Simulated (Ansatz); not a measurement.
ScAl3 under a change: pressure 9 GPa

The parent structure is ScAl$_{3}$ in the Cu3Au type structure (space group Pm-3m, No. 221; a = 4.0321 Å).

Now apply this change: cell and atoms relaxed at a pressure of 9 GPa.

Level of theory: LDA, PAW, 420 eV (Ansatz, a program for electronic structure; spin-orbit coupling left out). Γ-centred 12×12×12 mesh, Fermi–Dirac width 0.05 eV.

```csv
quantity,base,changed,shift
volume per atom,16.39 Å³,15.14 Å³,-1.25 Å³
density,3.19 g/cm³,3.45 g/cm³,+0.26 g/cm³
lattice parameter a,4.032 Å,3.927 Å,-0.105 Å
enthalpy H = E + PV relative to the base's energy,–,+0.88 eV/atom,–
band gap,zero,zero,–
```

Load acts through the strain it causes; cell and atoms are relaxed under it. Stability against distortions was not tested. Competing high-pressure phases were not computed. All final runs are without spin polarisation.
